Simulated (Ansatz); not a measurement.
**A computed series for BN: response to strain**

Start from BN (space group P6_3/mmc, No. 194; a = 2.5005 Å, c = 6.4117 Å; layered, stacked along the Cartesian z axis).

Strains are applied to the cell and any free atomic positions relax.

Calculations: PBEsol-D3(BJ) in Ansatz (plane waves to 420 eV, PAW, no spin-orbit coupling).

Notes on the quantities. pressure: mean of the normal stresses, compression positive.

```
case                        pressure  band gap  shortest interatomic distance
------------------------  ----------  --------  -----------------------------
base                        0.00 GPa   4.08 eV                        1.444 Å
isotropic strain +0.60 %   -4.43 GPa         ?                        1.452 Å
isotropic strain +1.20 %           ?   4.05 eV                        1.461 Å
isotropic strain +1.80 %           ?   4.03 eV                        1.470 Å
isotropic strain +2.40 %  -15.94 GPa   4.01 eV                        1.478 Å
isotropic strain +3.00 %  -19.25 GPa   3.99 eV                        1.487 Å
```

What belongs in the blanks?


- isotropic strain +0.60 %, band gap: 4.06 eV
- isotropic strain +1.20 %, pressure: -8.55 GPa
- isotropic strain +1.80 %, pressure: -12.38 GPa

Semilocal Kohn–Sham gaps tend to fall short of experiment. Whether these cells are dynamically stable was not tested.

Ansatz is an electronic-structure program.
